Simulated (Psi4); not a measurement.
Psi4 1.11, R2SCAN/def2-svp: Ti(F)2(OH)2(OH2) ([OH][Ti]([OH])(<-[OH2])([F])[F]), 10 atoms. The geometry is a generated start, not checked to be a minimum at this level.

```json
{
 "task": "gradient",
 "method": "r2scan",
 "basis": "def2-svp",
 "memory": "7 GB",
 "scf_type": "df (default)",
 "guess": "auto, which took SAD (default)",
 "diis_max_vecs": "10 (default)",
 "scf_initial_accelerator": "adiis (default)",
 "e_convergence": "1e-08 (default)",
 "d_convergence": "1e-08 (default)",
 "basis functions (reference run)": "121",
 "grid points (reference run)": "1836359"
}
```

```xyz
10

Ti     0.0335    -0.4222     0.2096
F      1.6523    -0.9883     0.3553
F     -0.5703     0.4835     1.5725
O     -0.5626     0.0890    -1.3527
H     -1.1512    -0.4612    -1.8798
O     -0.8530    -1.8848     0.3738
H     -1.0109    -2.4799     1.1078
O      1.0830     1.6201    -0.0655
H      0.6581     2.1712     0.6078
H      0.7211     1.8726    -0.9288
```
Charge 0, spin multiplicity 1.

The reference run has dft_radial_points = 200, dft_spherical_points = 974, dft_pruning_scheme = none (default); it is not itself proven converged. Single runs; times are not shown.

Settings tried, all else as in the reference:
- dft_radial_points = 50, dft_spherical_points = 194
- dft_radial_points = 99, dft_spherical_points = 590
- dft_radial_points = 75 (default), dft_spherical_points = 302 (default), dft_pruning_scheme = treutler
- dft_radial_points = 75 (default), dft_spherical_points = 302 (default)
- dft_radial_points = 35, dft_spherical_points = 110
- dft_radial_points = 75 (default), dft_spherical_points = 434
- dft_radial_points = 99, dft_spherical_points = 590, dft_pruning_scheme = treutler
- dft_radial_points = 99, dft_spherical_points = 590, dft_pruning_scheme = robust
- dft_radial_points = 150, dft_spherical_points = 770
- dft_radial_points = 25, dft_spherical_points = 50
- dft_radial_points = 75 (default), dft_spherical_points = 302 (default), dft_pruning_scheme = robust

Task: Which of these stay within 10 meV/atom in energy, 100 meV/Å in forces (largest component) of the reference run?

Result: Within it: dft_radial_points = 150, dft_spherical_points = 770; dft_radial_points = 99, dft_spherical_points = 590; dft_radial_points = 99, dft_spherical_points = 590, dft_pruning_scheme = robust; dft_radial_points = 75 (default), dft_spherical_points = 434; dft_radial_points = 75 (default), dft_spherical_points = 302 (default); dft_radial_points = 75 (default), dft_spherical_points = 302 (default), dft_pruning_scheme = robust. At the edge (between 0.75 and 1.33 times the tolerance): dft_radial_points = 50, dft_spherical_points = 194. Outside: dft_radial_points = 99, dft_spherical_points = 590, dft_pruning_scheme = treutler; dft_radial_points = 75 (default), dft_spherical_points = 302 (default), dft_pruning_scheme = treutler; dft_radial_points = 35, dft_spherical_points = 110; dft_radial_points = 25, dft_spherical_points = 50.

| setting | grid points | energy against the reference | difference in forces (largest component) |
|---|---|---|---|
| the reference | 1836359 | — | — |
| dft_radial_points = 150, dft_spherical_points = 770 | 1093187 | +0.084 meV/atom | 12 meV/Å |
| dft_radial_points = 99, dft_spherical_points = 590 | 556123 | −0.51 meV/atom | 19 meV/Å |
| dft_radial_points = 99, dft_spherical_points = 590, dft_pruning_scheme = robust | 389963 | −0.50 meV/atom | 20 meV/Å |
| dft_radial_points = 75 (default), dft_spherical_points = 434 | 311063 | +1.5 meV/atom | 27 meV/Å |
| dft_radial_points = 75 (default), dft_spherical_points = 302 (default) | 216655 | +1.6 meV/atom | 27 meV/Å |
| dft_radial_points = 75 (default), dft_spherical_points = 302 (default), dft_pruning_scheme = robust | 149035 | +1.6 meV/atom | 27 meV/Å |
| dft_radial_points = 50, dft_spherical_points = 194 | 94153 | −0.72 meV/atom | 82 meV/Å |
| dft_radial_points = 99, dft_spherical_points = 590, dft_pruning_scheme = treutler | 291803 | −8.4 meV/atom | 840 meV/Å |
| dft_radial_points = 75 (default), dft_spherical_points = 302 (default), dft_pruning_scheme = treutler | 119995 | −5.2 meV/atom | 860 meV/Å |
| dft_radial_points = 35, dft_spherical_points = 110 | 37412 | +110 meV/atom | 90 meV/Å |
| dft_radial_points = 25, dft_spherical_points = 50 | 12200 | −400 meV/atom | 540 meV/Å |

Total energies are compared; such shifts often cancel in part in energy differences. The gradients leave out the derivatives of the grid weights. No test of the SCF solution's stability was run. The tolerance is a choice made for this comparison.
